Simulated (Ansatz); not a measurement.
**A computed series for FeNi3: pressure series**

The parent structure is FeNi3 in the Cu3Au type structure (space group Pm-3m, No. 221; a = 3.514 Å; ferromagnetic).

Cell and atoms are relaxed at each pressure.

Calculations: Ansatz (an electronic-structure program) r2SCAN, no spin-orbit coupling.

| pressure (GPa) | volume per atom (Å³/atom) |
|---|---|
| -1 | 10.901 |
| 0 | 10.850 |
| 0.3 | 10.835 |
| 0.7 | 10.815 |
| 1.5 | ? |
| 3 | 10.703 |
| 5 | 10.610 |
| 7.5 | 10.500 |
| 10 | 10.396 |

**Question.** Fit the third-order Birch–Murnaghan form P(V) = (3B₀/2)[(V₀/V)^(7/3) − (V₀/V)^(5/3)]·[1 + (3/4)(B₀′ − 4)((V₀/V)^(2/3) − 1)] (squares taken in P) to the rows shown and predict the withheld row.

**Answer.** Least squares on the printed values gives V₀ = 10.850 Å³/atom, B₀ = 213 GPa, B₀′ = 4.3; this predicts 10.775 Å³/atom, and the run gives 10.775 Å³/atom, in agreement.

The magnetic state is the one reached from the starting moments; the real material's order can differ, and small cells can't hold many antiferromagnetic ones. Load acts through the strain it causes; cell and atoms are relaxed under it. No phonon test of stability was made. No other phases were tried under pressure.
